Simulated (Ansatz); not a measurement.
Functionals compared on the (111)A surface of zinc-blende GaAs, Ga-terminated, H on every top atom (bottom of the slab: 3 H on 4 bottom sites), in Ansatz (plane waves, PAW). The structure was relaxed with PBE; the other rows are single points on it. Cutoff 420 eV (500 eV for r2SCAN).

Set-up: 39 atoms, 13.9 Å thick at the start with caps and adatoms (thin: gaps and levels are the slab's own); mesh 3x3x1; 0.025 eV smearing; dipole correction on; 8 atoms held, the rest relaxed; start symmetry kept, larger cells not searched; spin-polarised, no spin-orbit, no U. The slab shows no gap on its mesh. The starting moment vanished. It is one candidate, not shown to be the stable structure of the face. These notes are the PBE run's. r2SCAN: The program's check for a lower electronic state was not made.

```tsv
functional	work function of the top face (eV)	rough cost of the single point
PBE	5.97	–
r2SCAN	…	around 17 core-minutes (rough)
```

### Question
What belongs in the gaps?

### Answer

- r2SCAN, work function of the top face (eV): 6.24

Ansatz is a first-principles code.
